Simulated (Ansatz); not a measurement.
An Ansatz (a program for electronic structure) run: ZnS with a change (pressure 45 GPa); Kohn–Sham DFT with the PBEsol functional, run in Ansatz with PAW and 420 eV plane waves, no SOC.

Input:

Ansatz 0.2 input:
```yaml
crystal:
  lattice:
    - [0, 2.4816219686, 2.4816219686]
    - [2.4816219686, 0, 2.4816219686]
    - [2.4816219686, 2.4816219686, 0]
  atoms:
    - { symbol: S, position: [0.75, 0.75, 0.75] }
    - { symbol: Zn, position: [0, 0, 0] }
basis: { ecutwfc: 420, ecutrho_ratio: 4, xc_grid: 2, fft_grid_basis: typed }
kpoints: { mp_grid: { grid: [11, 11, 11] } }
hamiltonian:
  xc: pbesol
  dispersion: none
  pseudopotentials: { kind: paw }
scf: { occupations: { method: fermi_dirac, width: 0.05 } }
relax: { f_tol: 0.01, max_steps: 60, cell: { stress_tol: 0.02, p_target: 45.0 } }
output: { forces: true, stress: true }
checkpoint: { write: state.ck, write_every: 1000 }
```

Output (explanatory and most iteration lines left out):

```
Relaxation: its limit of steps is 60 (relax.max_steps)
Pseudopotential: S, paw, valence charge 6
Pseudopotential: Zn, paw, valence charge 12
Crystal: 2 atoms, lattice volume = 30.566 Å³
Basis set: ecut = 420 eV, 609 PW (Γ), exchange–correlation on 48×48×48 points (8 copies of the dense FFT grid, shifted against one another)
Bands: 13, of which v1, the nominal top of the filled ones, is band 9 counted from 1 (8 counted from 0)
Symmetry: 24 space group operations
Space group: F-43m (ITA 216), of the structure as read, at distance tolerance 3.1e-5 Å
k-points: 56 of 1331 (time reversal used)
Functional: x = pbesol(κ = 0.804, μ = 0.12345679012345678), c = pbesol(β = 0.046)
SCF iter   1: F=—  HF=-4166.846537 eV  |F-HF|=—  |Δ(HF+E_count)|=         —  Δρ=6.37e-3  dr2=9.65e-3  ethr=1.77e-3  ⟨swp⟩=5.7  Hψ=4504  notcnv=0
SCF iter   2: F=—  HF=-4166.842862 eV  |F-HF|=—  |Δ(HF+E_count)|=   3.68e-3  Δρ=1.57e-3  dr2=6.19e-4  ethr=5.36e-5  ⟨swp⟩=2.0  Hψ=1848  notcnv=0
SCF 1 converged in 6 iterations: F = -4166.842714 eV  dr2 = 7.39e-9
relax step   1: F+E_penalty+E_count = -4166.84271377 eV  Δ(F+E_penalty+E_count) = +0.000e0 eV  max|allowed force component| = 1.619e-16 eV/Å  Δτ_max = 0.0000 Å  P = +30.000 GPa  Ω = 30.566 Å³  (6 SCF iters, dr2 threshold 1.00e-7 eV, accepted)
[... steps on the carried basis left out ...]
relax step   7: F+E_penalty+E_count = -4166.38378614 eV  Δ(F+E_penalty+E_count) = +8.118e-6 eV  max|allowed force component| = 6.708e-17 eV/Å  Δτ_max = 0.0000 Å  P = +45.002 GPa  Ω = 28.585 Å³  stress off target by 2.47e-3 GPa  SCF on the basis re-selected at this cell (its energy is not comparable with the rows above)  (6 SCF iters)
SCF converged after 6 iterations
Free energy (F): -4166.383786 eV
Internal energy: -4166.383786 eV  (E = F + TS)
E sigma→0 (E₀):  -4166.383786 eV
Fermi energy:    11.911893 eV
--- Forces (eV/Å), atoms counted from 1 ---
  atom   1  S      0.00000000     0.00000000    -0.00000000
  atom   2  Zn    -0.00000000    -0.00000000    -0.00000000
--- Stress (GPa, compression-positive) ---
       45.002474       0.000000       0.000000
        0.000000      45.002474       0.000000
        0.000000       0.000000      45.002474
  P = ⅓ Tr σ = 45.0025 GPa (450.025 kbar)
--- Relaxed structure (5 steps of the walk, 5 accepted, 2 SCFs on fresh bases) ---
  cell:  # Å, volume = 28.5847 Å³
    - [2.082733318446072e-33, 2.426804267080713, 2.426804267080713]
    - [2.426804267080713, 2.419664794121293e-32, 2.426804267080713]
    - [2.426804267080713, 2.426804267080713, 1.4063226810791828e-32]
  atoms:
    - { symbol: S, position: [0.7500000000000001, 0.7500000000000001, 0.7500000000000001] }
    - { symbol: Zn, position: [2.4058389646544784e-33, -3.104308341489649e-33, -1.9143234772519507e-33] }
```

Load acts through the strain it causes; cell and atoms are relaxed under it. No phonon test of stability was made. Measured, ZnS leaves this structure (for rock salt) near 14.7 GPa (temperature not stated; as listed in Datta, Sujoy, Jana, Debnarayan, arXiv (2020)), on rising pressure, with hysteresis. The cell was made from ZnS in the zinc blende structure (space group F-43m, No. 216) by this change: pressure 45 GPa.
